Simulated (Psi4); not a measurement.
Psi4 1.11, BP86/def2-svp: Hf(OEt)2(H)2 (CC[O][HfH2][O]CC), 19 atoms. The geometry is a generated start, not checked to be a minimum at this level.

| Quantity | Result |
|---|---|
| task | energy |
| method | bp86 |
| basis | def2-svp |
| memory | 3 GB |
| maxiter | 100 |
| keys of the molecule block | symmetry c1 |
| scf_type | df (default) |
| guess | auto, which took SAD (default) |
| scf_initial_accelerator | adiis (default) |
| e_convergence | 1e-06 (default) |
| d_convergence | 1e-06 (default) |
| dft_radial_points | 75 (default) |
| dft_spherical_points | 302 (default) |
| effective core potentials | those of the basis set, past Kr |
| basis functions | 176 |
| grid points | 404893 |

```xyz
19

Hf    -0.1053     0.1636     1.3468
O     -1.6551     0.6705     0.3697
C     -1.9942    -0.1897    -0.6725
C     -3.3977     0.1156    -1.2075
H     -1.2653    -0.0807    -1.4989
H     -1.9666    -1.2432    -0.3115
H     -3.4442     1.1542    -1.5229
H     -3.6290    -0.5271    -2.0519
H     -4.1335    -0.0401    -0.4225
O      1.0088    -0.6227    -0.0062
C      2.3205    -0.6666     0.4361
C      3.1213     0.5388    -0.0673
H      2.3440    -0.6862     1.5630
H      2.7974    -1.5936     0.0746
H      2.6240     1.4593     0.2458
H      4.1338     0.5198     0.3283
H      3.1625     0.5143    -1.1553
H     -0.5012    -1.1693     2.5040
H      0.5799     1.6830     2.0481
```

Charge 0 and multiplicity 1 are set for this test and not shown to be the ground state.

One run each on 2 threads. Values of diis_max_vecs tried: 3, 6, 10 (default), 20.

Q: Predict the course of the SCF iterations along this series.

A: Fewest SCF iterations, within one of each other: 10 (default) with 10, 20 with 10. The count rises to 38 at 3. All converge to one solution.

| diis_max_vecs | SCF iterations | end |
|---|---|---|
| 3 | 38 | same solution |
| 6 | 12 | same solution |
| 10 (default) | 10 | same solution |
| 20 | 10 | same solution |
